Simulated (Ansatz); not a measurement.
Take BN in the h-BN type structure (space group P6_3/mmc, No. 194; a = 2.5058 Å, c = 6.6162 Å; layered, stacked along the Cartesian z axis) as the base.

(Cell as relaxed with PBE-D3(BJ).)

Levels (all Ansatz, an electronic-structure program, PAW, earlier PAW set): PBE-D3(BJ) (420 eV, no spin-orbit coupling); r2SCAN+rVV10 (500 eV, no spin-orbit coupling).

Each level relaxes its own structure.

```csv
base,PBE-D3(BJ),r2SCAN+rVV10
volume per atom,8.99 Å³,8.83 Å³
lattice parameter a,250.6 pm,250.0 pm
band gap,4.24 eV,4.74 eV
```

One thing is altered: cell and atoms relaxed at a pressure of 2.1 GPa.

```csv
quantity,PBE-D3(BJ),r2SCAN+rVV10
shift of the gap caused by the change,-0.09 eV,(withheld)
band gap,4.14 eV,(withheld)
lattice parameter a,250.1 pm,(withheld)
```

**Question.** Given the PBE-D3(BJ) results, estimate those of r2SCAN+rVV10.

**Answer.** 
- shift of the gap caused by the change, r2SCAN+rVV10: -0.07 eV
- band gap, r2SCAN+rVV10: 4.67 eV
- lattice parameter a, r2SCAN+rVV10: 249.5 pm

PBE-D3(BJ)'s shift of the gap caused by the change lies 0.029 eV below r2SCAN+rVV10's; PBE-D3(BJ)'s band gap lies 0.53 eV below r2SCAN+rVV10's; PBE-D3(BJ)'s lattice parameter a lies 0.6 pm above r2SCAN+rVV10's (0.2 %). Neither level is exact; r2SCAN+rVV10 is the comparison here, not a measurement.

Load acts through the strain it causes; cell and atoms are relaxed under it. Stability against distortions was not tested.
